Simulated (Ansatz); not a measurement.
A user runs Ansatz (a program for electronic structure) on Ca₂AlBiO₆ (Fm-3m, 10 atoms in the cell) and asks whether the run is sound. The aim is a self-consistent single point with DFT, PBEsol, plane waves, default PAW files made with PBE.

Cell that was meant: a = 5.7675 Å, b = 5.7675 Å, c = 5.7675 Å, α = 60.00°, β = 60.00°, γ = 60.00°.

Part of the input:

Ansatz 0.2 input:
```yaml
    - { symbol: O, position: [0.25090000, 0.25090000, 0.74910000] }
    - { symbol: O, position: [0.74910000, 0.74910000, 0.25090000] }
basis:
  ecutwfc: 145.0
kpoints:
  mp_grid: { grid: [6, 6, 6] }
hamiltonian:
```

Output (repeated stretches shortened):

```
   [... lines left out ...]
PAW frozen core: O, regenerated for the run's functional, and the local potential with it
Initial density: superposition of atomic densities (neutral atoms: chi_scale 0, normalization atom), corrected by the library's trained network
Initial wavefunctions: pseudopotential atomic-orbital guess
Eigensolver: davidson
Functional: x = pbesol(κ = 0.804, μ = 0.12345679012345678), c = pbesol(β = 0.046)
SCF iter   1: F=—  HF=-19529.762276 eV  |F-HF|=—  |Δ(HF+E_count)|=         —  Δρ=3.52e-1  dr2=9.29e1  ethr=1.77e-3  ⟨swp⟩=9.2  Hψ=3578  notcnv=0  defer=3
all-band conjugate gradients solve this SCF's bands
preconditioner: auto → Kerker (q_TF=auto, 2.466 Å⁻¹)
SCF iter   2: F=—  HF=-19498.448511 eV  |F-HF|=—  |Δ(HF+E_count)|=    3.13e1  S|Δr|=    0.00e0  Δρ=1.76e-1  dr2=2.09e1  ethr=1.77e-3  ⟨swp⟩=3.4  Hψ=2004  notcnv=0  defer=40
   [... lines left out ...]
SCF iter   7: F=—  HF=-19488.328939 eV  |F-HF|=—  |Δ(HF+E_count)|=   8.94e-3  S|Δr|=    0.00e0  Δρ=7.17e-5  dr2=7.42e-6  ethr=9.79e-9  ⟨swp⟩=2.9  Hψ=1397  notcnv=0  defer=37
SCF iter   8: F=—  HF=-19488.328937 eV  |F-HF|=—  |Δ(HF+E_count)|=   1.67e-6  S|Δr|=    0.00e0  Δρ=2.50e-5  dr2=1.09e-6  ethr=9.79e-9  ⟨swp⟩=2.0  Hψ=848  notcnv=0  defer=37
SCF iter   9: F=-19488.328937 eV  HF=-19488.328937 eV  |F-HF|=2.34e-8  |Δ(HF+E_count)|=   3.04e-7  S|Δr|=    0.00e0  Δρ=7.06e-6  dr2=4.61e-8  ethr=1.35e-10  ⟨swp⟩=11.7  Hψ=3641  notcnv=0
SCF 1 converged in 9 iterations: F = -19488.328937 eV  dr2 = 4.61e-8
Stability not checked (fill_not_monotonic)
Free energy (F): -19488.328937 eV
Internal energy: -19488.335562 eV  (E = F + TS)
E sigma→0 (E₀):  -19488.331145 eV
Entropy (-TS):   0.006625 eV (0.663 meV/atom)
Fermi energy:    8.475089 eV
--- Forces (eV/Å), atoms counted from 1 ---
  atom   1  Ca    -0.00000000    -0.00000000    -0.00000000
  atom   2  Ca    -0.00000000    -0.00000000    -0.00000000
  atom   3  Al    -0.00000000     0.00000000     0.00000000
   [... lines left out ...]
  atom  10  O     -0.00000000     0.00000000     0.58959496
--- Stress (GPa, compression-positive) ---
      -20.732993      -0.000000       0.000000
       -0.000000     -20.732993       0.000000
       -0.000000      -0.000000     -20.732993
  P = ⅓ Tr σ = -20.7330 GPa (-207.330 kbar)
  The stress holds the Pulay correction. Without it, at fixed plane waves, as pw.x and ABINIT print it: P = -744.9843 GPa
```

### Question
Is anything amiss in this input, and did it matter?

### Answer
The run is not sound. The fault is a basis or grid far too coarse for these potentials. The error of an incomplete plane-wave basis or grid does not cancel at such settings. To fix it, restore the cutoff that the potentials need and check convergence. The run converged in 9 iterations without an error; against the sound input the free energy rises by 23.6 eV/atom, the pressure goes from -11.80 to -20.73 GPa, the largest force goes from 1.951 to 0.590 eV/Å and no clean gap remains on the mesh (levels overlap or are partly filled), against 0.30 eV before. At a fixed set of plane waves, without the program's Pulay estimate, the pressure is -744.98 GPa against -12.38 GPa.

An input that runs soundly differs in these lines (not the only fix; some lines may just follow from the change or write a value another way):
```diff
-  ecutwfc: 145.0
+  ecutwfc: 420.0
```

With that input, the run converged in 10 iterations: free energy E − TS (on the zero of these files) -19724.7967 eV; top of the valence band (on the code's own zero) 7.45 eV; gap on the k-point mesh 0.30 eV; pressure -11.80 GPa; largest force (vector length) 1.951 eV/Å (DFT, PBEsol, plane waves, default PAW files made with PBE).

On the sound input: the starting cell was generated: these elements placed on a structure prototype, without a prior relaxation; it need not be a known phase or ordering of this composition. Its lattice was rescaled by a random factor within 2.5 % of one. Spin-orbit coupling is off. With a pressure of about -12 GPa the cell is away from its equilibrium volume at this level. Forces in this geometry exceed 1 eV/Å. Ansatz's pressure includes its estimate of the finite-basis (Pulay) stress. Without the estimate this run gives -12.38 GPa.
